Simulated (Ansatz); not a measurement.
CsCl-type NiAl was calculated with HSE06-D3(BJ) (PAW; Ansatz, an electronic-structure program).

Settings: plane-wave cutoff 460 eV, 10×10×10 k mesh, Fermi–Dirac smearing 0.05 eV, no spin polarisation, scalar-relativistic PAW data made under PBE.

The volume scan:

```json
[
 {"V (Å³/atom)": "10.661", "E − E_lowest (meV/atom)": "18.23", "P (GPa)": "10.98"},
 {"V (Å³/atom)": "10.941", "E − E_lowest (meV/atom)": "4.23", "P (GPa)": "5.12"},
 {"V (Å³/atom)": "11.160", "E − E_lowest (meV/atom)": "0.00", "P (GPa)": "1.07"},
 {"V (Å³/atom)": "11.503", "E − E_lowest (meV/atom)": "3.76", "P (GPa)": "-4.48"},
 {"V (Å³/atom)": "11.775", "E − E_lowest (meV/atom)": "14.64", "P (GPa)": "-8.28"}
]
```

Problem. Estimate the bulk modulus and its pressure derivative from these points.

Solution. V0 = 11.224 Å³/atom, B0 = 191 GPa, B′ = 4.4 (fit to the energies at full precision).

Measured, for comparison: bulk modulus 156 GPa (room temperature, not corrected to a static lattice; as tabulated in Yamada et al. (2019), arXiv:1910.09660); equilibrium volume per atom 11.97 Å³/atom (extrapolated to 0 K, zero-point anharmonic expansion removed (Haas, Tran, Blaha 2009); as tabulated in Levämäki et al. (2014), arXiv:1402.3671). Computed (rounded) less measured: bulk modulus +22 %, equilibrium volume per atom -6.3 %.

Note: the run has no spin polarisation, so it can have missed a magnetic state.

Static lattice: no zero-point or thermal effects.

It cost roughly 13 core-minutes of CPU time.
